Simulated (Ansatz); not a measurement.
## MnO: magnetic orders

Base system: MnO in the rock salt structure (space group Fm-3m, No. 225; a = 4.4770 Å; ferromagnetic).

Each order is relaxed in cell and atoms; arrows give the starting signs on the magnetic atoms.

Calculations: Ansatz (a quantum-chemistry and plane-wave program), PBEsol+U (U_eff on d states: Mn 3.90 eV), PAW, cutoff 420 eV, spin-orbit coupling left out.

Notes on the quantities. energy relative to the base: σ→0; to 0.01 eV only: unlike meshes or grids; space group: of the atoms, moments ignored.

| variant | shortest interatomic distance | energy relative to the base | space group | band gap |
|---|---|---|---|---|
| base | 2.238 Å | 0.00 eV/atom | Fm-3m (No. 225) | zero |
| non-magnetic | 2.048 Å | +1.83 eV/atom | Fm-3m (No. 225) | zero |
| ↑↓ start, q = (0, 0, 1/2), 4 atoms | 2.226 Å | -0.04 eV/atom | R-3m (No. 166) | 1.60 eV |
| ↑↓ start, q = (0, 1/2, 1/2), 4 atoms | 2.224 Å | -0.02 eV/atom | I4/mmm (No. 139) | 0.48 eV |

The magnetic state is the one reached from the starting moments; the real material's order can differ, and small cells can't hold many antiferromagnetic ones. Stability against distortions was not tested. Spin-polarised in the final run: base, ↑↓ start, q = (0, 0, 1/2), 4 atoms and ↑↓ start, q = (0, 1/2, 1/2), 4 atoms; the other runs are not. In its common phase, real MnO is an antiferromagnetic insulator at low temperature. The U values are a database's picks, fitted on other projectors than the ortho-atomic ones used here.
